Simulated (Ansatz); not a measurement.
# Carrier properties of SnO$_{2}$ under load (space group P4_2/mnm)

Here is the system:

```yaml
crystal:
  lattice:
    - [4.67616, 0.00000, 0.00000]
    - [0.00000, 4.67616, 0.00000]
    - [0.00000, 0.00000, 3.26009]
  atoms:
    - { symbol: Sn, position: [0.00000, 0.00000, 0.00000] }
    - { symbol: Sn, position: [0.50000, 0.50000, 0.50000] }
    - { symbol: O, position: [0.30669, 0.30669, 0.00000] }
    - { symbol: O, position: [0.69331, 0.69331, 0.00000] }
    - { symbol: O, position: [0.80669, 0.19331, 0.50000] }
    - { symbol: O, position: [0.19331, 0.80669, 0.50000] }
```

Computed with PBE, rigid bands (plane waves, PAW, scalar-relativistic; Ansatz, an electronic-structure program). Condition of this run: biaxial stress in the c plane of 6 GPa (compression positive) (the target of the relaxation). Cell: cell and atoms relaxed with PBEsol, then loaded as said.

```
Property                                                                                                                                                            Value
---------------------------------------------------------------------------------------------------------------------------------------  --------------------------------
band gap                                                                                                                                                          1.20 eV
electron conductivity mass (300 K, dilute)                                                                                               0.21 (x), 0.21 (y), 0.186 (z) mₑ
hole conductivity mass (300 K, dilute)                                                                                                    1.46 (x), 1.46 (y), 1.82 (z) mₑ
effective density of states N_c (300 K)                                                                                                                       2.1e18 cm⁻³
effective density of states N_v (300 K)                                                                                                                       4.5e19 cm⁻³
density-of-states mass, electrons                                                                                                                                0.190 mₑ
density-of-states mass, holes                                                                                                                                     1.49 mₑ
Seebeck coefficient, n-type 1e19 cm⁻³, 300 K                                                                                                                    -114 μV/K
best n-type power factor at 300 K for τ = 10 fs (best axis; densities from 1e16 to 1e21 cm⁻³ tried, whether or not they can be reached)      1.92 μW/(cm·K²) at 1e19 cm⁻³
Seebeck coefficient, p-type 1e19 cm⁻³, 300 K                                                                                                                     346 μV/K
best p-type power factor at 300 K for τ = 10 fs (best axis; densities from 1e16 to 1e21 cm⁻³ tried, whether or not they can be reached)       4.9 μW/(cm·K²) at 1e20 cm⁻³
```

Rigid bands; masses and Seebeck coefficients take one relaxation time τ for all states and one kind of carrier; polarons and phonon drag are left out. Spin-orbit coupling is left out; where it splits the top of the valence band, N_v and the p-type Seebeck coefficient come out somewhat high without it. Geometry: cell and atoms relaxed with PBEsol.
